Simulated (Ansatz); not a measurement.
# Report: wurtzite CdS (P6_3mc), biaxial stress in the basal plane

Cell and atoms are relaxed with PBEsol to each stress (compression positive); bands and masses by PBEsol with spin-orbit coupling, rigid bands (plane waves, PAW; Ansatz, an electronic-structure program). Strains are changes of length against the unloaded cell.

```
CELL_PARAMETERS angstrom
      4.12426     0.00000     0.00000
     -2.06213     3.57172     0.00000
      0.00000     0.00000     6.70920
ATOMIC_POSITIONS crystal
  Cd 0.66667 0.33333 0.50020
  Cd 0.33333 0.66667 0.00020
  S  0.66667 0.33333 0.87680
  S  0.33333 0.66667 0.37680
```

```csv
stress (GPa),strain c (%),strain basal x (%),gap (eV),mₑ* c,mₑ* basal x,mₕ* c,mₕ* basal x
-2.00,-2.08,2.17,1.027,0.128,0.131,0.57,1.56
-1.00,-1.00,1.06,1.075,0.128,0.133,1.08,1.40
0,0,0,1.081,0.127,0.136,1.51,1.17
1.00,0.99,-1.04,1.059,0.124,0.138,1.61,1.04
2.00,1.95,-2.06,1.028,0.121,0.140,1.62,1.01
```

c is the normal of the loaded plane; basal y strains as basal x. Masses are conductivity masses at 300 K in electron masses.

### Question
From the two loads next to zero, find the biaxial modulus and the ratio of out-of-plane to in-plane strain.

### Answer
Between -1.00 and 1.00 GPa the strain along basal x changes by -2.10 % and that along c by 1.99 %. The modulus is 2.00/0.0210 = 95 GPa and the ratio of the strains 0.95 (PBEsol, atoms relaxed).

### Question
How fast does the gap move on either side of zero load?

### Answer
Under tension, (1.027 − 1.081) eV over -2.00 GPa = 27 meV/GPa, or about -2.5 eV per unit strain; under compression, (1.028 − 1.081) eV over 2.00 GPa = -26 meV/GPa, or about 2.6 eV per unit strain. The two slopes part by 53 meV/GPa; gaps are resolved to about 0.01 eV, which allows 10 meV/GPa, so they differ, even in sign: the gap has a turning point near zero load.

### Question
Take the carrier density and the relaxation time as fixed, so that ρ ∝ m*. What gauge factor (Δρ/ρ)/ε follows for current along basal x at the loads next to zero?

### Answer
holes at -1.00 GPa: (1.40/1.17 − 1)/0.0106 ≈ 19. These are means over a finite load; the small-strain gauge factor differs, most where the load has already emptied the upper valleys or bands. Carriers and loads whose mass moves by under 12 % aren't resolved and aren't listed. The change of shape, which adds a term of order 1 to 2, and that of the scattering between valleys or bands are left out.

Masses are those of dilute carriers in rigid bands with one relaxation time, without polarons. Third decimals of gaps are kept for the arithmetic. Every relaxation keeps the wurtzite phase (space group P6_3mc under this load), so a transition, a distortion that breaks the symmetry or fracture can't show.
